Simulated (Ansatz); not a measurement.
**Response to strain in WO3**

Base system: WO$_{3}$ (space group Cmcm, No. 63; a = 5.454 Å, b = 5.474 Å, c = 7.460 Å; a cell from a computed database, its experimental status unchecked). Axes: x, y, z lie along a, b, c of the conventional cell.

Strains are applied to the cell and any free atomic positions relax; under biaxial strain the out-of-plane vector relaxes too; under stress the whole cell relaxes.

Levels (all Ansatz, a quantum-chemistry and plane-wave program, PAW): PBEsol (420 eV, scalar-relativistic without spin-orbit coupling); HSE06 (420 eV, without spin-orbit coupling).

Band gaps by level, all at the geometries relaxed with PBEsol:

```json
[
 {"case": "base", "PBEsol": "1.35 eV", "HSE06": "2.59 eV"},
 {"case": "biaxial strain +0.65 %, plane normal [001], relaxed out of plane", "PBEsol": "1.48 eV", "HSE06": "2.73 eV"},
 {"case": "biaxial strain +4.57 %, plane normal [001], relaxed out of plane", "PBEsol": "2.22 eV", "HSE06": "?"},
 {"case": "uniaxial strain ε_zz = +0.74 %", "PBEsol": "1.26 eV", "HSE06": "?"},
 {"case": "uniaxial stress, 0.5 GPa compression along z", "PBEsol": "1.37 eV", "HSE06": "?"}
]
```

**Question.** Complete the table.

**Answer.** 
- biaxial strain +4.57 %, plane normal [001], relaxed out of plane, HSE06: 3.51 eV
- uniaxial strain ε_zz = +0.74 %, HSE06: 2.50 eV
- uniaxial stress, 0.5 GPa compression along z, HSE06: 2.62 eV

Single points use the geometry relaxed with PBEsol. HSE06 was sampled on its mesh, a few special points and the semilocal edge points, so its gap is an upper bound. With W present, leaving out spin-orbit coupling can change the band edges. Beyond what the load breaks, stability against distortions was not tested.
